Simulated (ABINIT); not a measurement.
## Worked example: self-consistent single point of SrZnIn₃ (I4mm, 5 atoms in the cell) in ABINIT

Method: LDA (PW92), PAW (JTH v2.0 LDA PAW) (plane waves; ABINIT 10.0.3).

Input:

```
# SrZnIn3, JTH v2.0 LDA PAW
pp_dirpath "./"
pseudos "Sr.LDA_PW-JTH.xml, Zn.LDA_PW-JTH.xml, In.LDA_PW-JTH.xml"
acell 3*1.0
rprim
        -4.4173368615    4.4173368615   11.5670306164
         4.4173368615   -4.4173368615   11.5670306164
         4.4173368615    4.4173368615  -11.5670306164
natom 5
ntypat 3
znucl 38 30 49
typat 1 2 3 3 3
xcart
         0.0000000000   -0.0000000000    0.0585168460
         0.0000000000   -0.0000000000    7.5162317915
        -0.0000000000    2.3375540000    2.9623235156
         2.3375540000   -0.0000000000    2.9623235156
         0.0000000000   -0.0000000000    4.8637537514
      Angstrom
ecut 816 eV
pawecutdg 1633 eV
occopt 3
tsmear 0.00367493
nband 40
kptopt 1
ngkpt 5 5 5
nshiftk 1
shiftk 0 0 0
nstep 100
tolvrs 1.0e-11
prtwf 0
prtden 0
prtvol 1
enunit 1
```

The program printed (abridged):

```
 Symmetries : space group I4 m m (#107); Bravais tI (body-center tetrag.)

 -outvars: echo values of preprocessed input variables --------
            acell      1.0000000000E+00  1.0000000000E+00  1.0000000000E+00 Bohr
             ecut      2.99874495E+01 Hartree
           enunit           1
              ixc       -1012
         kptrlatt        5    0    0      0    5    0      0    0    5
          kptrlen      4.41733686E+01
            natom           5
            nband          40
            ngfft          72      72      72
          ngfftdg          96      96      96
             nkpt          18
            nstep         100
             nsym           8
           ntypat           3
           occopt           3
        pawecutdg      6.00116484E+01 Hartree
            rprim     -4.4173368615E+00  4.4173368615E+00  1.1567030616E+01
                       4.4173368615E+00 -4.4173368615E+00  1.1567030616E+01
                       4.4173368615E+00  4.4173368615E+00 -1.1567030616E+01
          spgroup         107
           tolvrs      1.00000000E-11
           tsmear      3.67493000E-03 Hartree
            typat      1  2  3  3  3
           useylm           1
             xred      4.7800000176E-03  4.7800000176E-03  0.0000000000E+00
                       6.1397000269E-01  6.1397000269E-01  0.0000000000E+00
                       7.4198000105E-01  2.4198000105E-01  5.0000000000E-01
                       2.4198000105E-01  7.4198000105E-01  5.0000000000E-01
                       3.9730000174E-01  3.9730000174E-01  0.0000000000E+00
            znucl       38.00000   30.00000   49.00000

== DATASET  1 ==================================================================

 Real(R)+Recip(G) space primitive vectors, cartesian coordinates (Bohr,Bohr^-1):
 R(1)= -4.4173369  4.4173369 11.5670306  G(1)=  0.0000000  0.1131904  0.0432263
 R(2)=  4.4173369 -4.4173369 11.5670306  G(2)=  0.1131904  0.0000000  0.0432263
 R(3)=  4.4173369  4.4173369-11.5670306  G(3)=  0.1131904  0.1131904  0.0000000
 Unit cell volume ucvol=  9.0282363E+02 bohr^3
 Angles (23,13,12)=  1.40731228E+02  1.40731228E+02  5.67446976E+01 degrees

 Coarse grid specifications (used for wave-functions):

 getcut: wavevector=  0.0000  0.0000  0.0000  ngfft=  72  72  72
         ecut(hartree)=     29.987   => boxcut(ratio)=   2.22185

 Fine grid specifications (used for densities):

 getcut: wavevector=  0.0000  0.0000  0.0000  ngfft=  96  96  96
         ecut(hartree)=     60.012   => boxcut(ratio)=   2.09413

   6.42569326E+03                                ecore*ucvol(ha*bohr**3)

_setup2: Arith. and geom. avg. npw (full set) are    7079.128    7079.118

--- !BeginCycle
solver: {iscf: 17, nstep: 100, nline: 4, wfoptalg: 10, }
tolerances: {tolvrs: 1.00E-11, }
...

     iter   Etot(hartree)      deltaE(h)  residm     nres2
 ETOT  1  -268.81662083318    -2.688E+02 7.569E+00 8.685E+01
 ETOT  2  -270.34248383856    -1.526E+00 2.928E-01 7.405E+01
 ETOT  3  -270.29526026538     4.722E-02 9.736E-02 1.445E+01
 ETOT  4  -270.29364820211     1.612E-03 7.414E-02 9.489E+00
 ETOT  5  -270.28804810904     5.600E-03 2.887E-02 2.787E-01
 ETOT  6  -270.28813164001    -8.353E-05 1.994E-02 4.084E-02
   [... 9 lines left out ...]
 ETOT 16  -270.28831869577     8.697E-12 2.073E-03 1.559E-08
 ETOT 17  -270.28831869576     1.359E-11 1.071E-03 8.193E-10
 ETOT 18  -270.28831869577    -1.222E-11 2.057E-03 4.473E-10
 ETOT 19  -270.28831869576     6.423E-12 5.209E-04 6.894E-11
 ETOT 20  -270.28831869576     5.627E-12 1.898E-03 4.517E-12

 At SCF step   20       nres2   =  4.52E-12 < tolvrs=  1.00E-11 =>converged.

 Cartesian components of stress tensor (hartree/bohr^3)
  sigma(1 1)=  1.40030711E-04  sigma(3 2)=  0.00000000E+00
  sigma(2 2)=  1.40030711E-04  sigma(3 1)=  0.00000000E+00
  sigma(3 3)=  1.93389881E-04  sigma(2 1)=  0.00000000E+00

 ----iterations are completed or convergence reached----

 reduced coordinates (array xred) for    5 atoms
       0.004780000018      0.004780000018      0.000000000000
       0.613970002685      0.613970002685      0.000000000000
       0.741980001054      0.241980001054      0.500000000000
       0.241980001054      0.741980001054      0.500000000000
       0.397300001736      0.397300001736      0.000000000000
 cartesian forces (eV/Angstrom) at end:
    1     -0.00000000000000    -0.00000000000000     0.03928960821189
    2     -0.00000000000000     0.00000000000000     0.06754498790012
    3      0.00000000000000     0.00000000000000    -0.02860162971660
    4     -0.00000000000000    -0.00000000000000    -0.02860162971660
    5     -0.00000000000000     0.00000000000000    -0.04963133667880
 frms,max,avg= 2.6083679E-02 6.7544988E-02   0.000E+00  0.000E+00  8.831E-04 e/A
 length scales=  1.000000000000  1.000000000000  1.000000000000 bohr
              =  0.529177208590  0.529177208590  0.529177208590 angstroms
 Fermi (or HOMO) energy (eV) =   5.73075   Average Vxc (eV)=  -9.96334
 Eigenvalues (   eV  ) for nkpt=  18  k points:
 kpt#   1, nband= 40, wtk=  0.00800, kpt=  0.0000  0.0000  0.0000 (reduced coord)
 -30.13909  -12.19982  -12.13662  -12.13662   -8.88944   -8.85804   -8.84769   -8.84769
  -8.72415   -8.69062   -8.55658   -8.55658   -8.52914   -8.47764   -8.47484   -8.35743
  -8.34159   -8.34159   -8.32555   -3.20815   -1.64195   -1.63806   -1.59813   -1.59813
  -1.53499    1.28830    1.83574    4.06351    4.46338    4.46338    6.36134    7.05110
   7.05110    7.78795    8.62318    9.44152   10.06768   10.14287   10.14287   11.52379
 prteigrs : prtvol=0 or 1, do not print more k-points.

--- !EnergyTerms
comment             : Components of total free energy in Hartree
kinetic             :  5.77702571888147E+01
hartree             :  8.85467659498713E+01
xc                  : -3.10059645438397E+01
Ewald energy        : -1.83925818622928E+02
psp_core            :  7.11732954967294E+00
local_psp           : -2.61906489338608E+02
spherical_terms     :  5.31176621732744E+01
internal            : -2.70286257643742E+02
'-kT*entropy'       : -2.06152420248918E-03
total_energy        : -2.70288319167945E+02
total_energy_eV     : -7.35491920575313E+03
...

-Cartesian components of stress tensor (GPa)         [Pressure= -4.6431E+00 GPa]
- sigma(1 1)=  4.11984505E+00  sigma(3 2)=  0.00000000E+00
- sigma(2 2)=  4.11984505E+00  sigma(3 1)=  0.00000000E+00
- sigma(3 3)=  5.68972578E+00  sigma(2 1)=  0.00000000E+00

 Calculation completed.
```

The run converged in 20 iterations.

The starting cell comes from a database of computed structures (which also holds hypothetical and non-ambient phases and stackings), without a prior relaxation at this level. Its lattice was rescaled by a random factor within 2.5 % of one. With a pressure of about -5 GPa the cell is away from its equilibrium volume at this level.

These are the values that this program gave, and no reference: the one-centre exchange-correlation terms come from a truncated expansion.

Cost on one core of a shared machine: roughly 20 min.
